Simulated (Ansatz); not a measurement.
# ZnSnP2: pressure −1 GPa

The reference is ZnSnP₂ in the chalcopyrite structure (space group I-42d, No. 122; a = 5.650 Å, c = 11.325 Å).

One thing is altered: a negative pressure, −1 GPa.

The values are results of r2SCAN/PAW in Ansatz (a program for electronic structure), scalar-relativistic without spin-orbit coupling, not measurements. k-mesh 8×8×8 (Γ-centred); smearing 0.05 eV (Fermi–Dirac).

| quantity | base | changed | shift |
|---|---|---|---|
| volume per atom | 22.60 Å³ | 22.92 Å³ | +0.32 Å³ |
| density | 4.52 g/cm³ | 4.46 g/cm³ | -0.06 g/cm³ |
| lattice parameter a | 5.650 Å | 5.678 Å | +0.0274 Å |
| c/a ratio | 2.004 | 2.004 | -0.0008 |
| shortest interatomic distance | 2.380 Å | 2.393 Å | +0.013 Å |
| band gap | 1.25 eV | 1.18 eV | -0.07 eV |
| gap character | direct at Γ | direct at Γ | – |
| width of the top valence band | 1.45 eV | 1.41 eV | -0.04 eV |
| electron mass | 0.10 mₑ along c, 0.094 mₑ across (at Γ) | 0.095 mₑ along c, 0.089 mₑ across (at Γ) | – |
| valence-band top at Γ (three highest levels, from the VBM) | 0.00, 0.00, -0.01 eV | 0.00, 0.00, 0.00 eV | – |

Cost of the whole job for the changed cell (relaxation, final SCF and bands): about 7 core-minutes (a rough figure).

Load acts through the strain it causes; cell and atoms are relaxed under it. Effective masses come from finite differences of ±0.01 Å⁻¹. Stability against distortions was not tested.
